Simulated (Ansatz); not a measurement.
**A computed series for Sn: pressure series**

Consider Sn (space group I4/mmm, No. 139; a = 7.999 Å, c = 4.628 Å; a model cell).

Cell and atoms are relaxed at each pressure.

All numbers come from PBEsol, PAW, 420 eV (Ansatz, a quantum-chemistry and plane-wave program; without spin-orbit coupling).

Notes on the quantities. enthalpy: H = E + PV relative to the base's energy.

```csv
change,enthalpy,shortest interatomic distance,density
base,–,2.824 Å,5.33 g/cm³
pressure 0.3 GPa,+0.07 eV/atom,2.816 Å,5.37 g/cm³
pressure 0.7 GPa,+0.16 eV/atom,2.806 Å,5.42 g/cm³
pressure 1.5 GPa,+0.34 eV/atom,2.788 Å,5.52 g/cm³
pressure 3 GPa,+0.67 eV/atom,2.758 Å,5.70 g/cm³
pressure 5 GPa,+1.09 eV/atom,2.725 Å,5.91 g/cm³
pressure 7.5 GPa,+1.60 eV/atom,2.690 Å,6.15 g/cm³
```

Load acts through the strain it causes; cell and atoms are relaxed under it. Stability against distortions was not tested. Competing high-pressure phases were not computed. This is not the structure that Sn has at room temperature and ambient pressure.
